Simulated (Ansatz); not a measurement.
Base system: Cd in the hcp (Mg type) structure (space group P6_3/mmc, No. 194; a = 3.016 Å, c = 5.819 Å).

Method: PBE (Ansatz, a program for electronic structure), spin-orbit coupling left out.

For the base:

| Item | Result |
|---|---|
| c/a ratio | 1.929 |
| Lattice parameter a | 3.016 Å |

Modification: cell and atoms relaxed at a pressure of 0.9 GPa.

Predict the new c/a ratio.

The c/a ratio decreases by 0.0325 to 1.897.

How does this affect the lattice parameter a?

The lattice parameter a decreases by 0.006 Å (3.016 Å → 3.010 Å).

Load acts through the strain it causes; cell and atoms are relaxed under it. Whether these cells are dynamically stable was not tested.
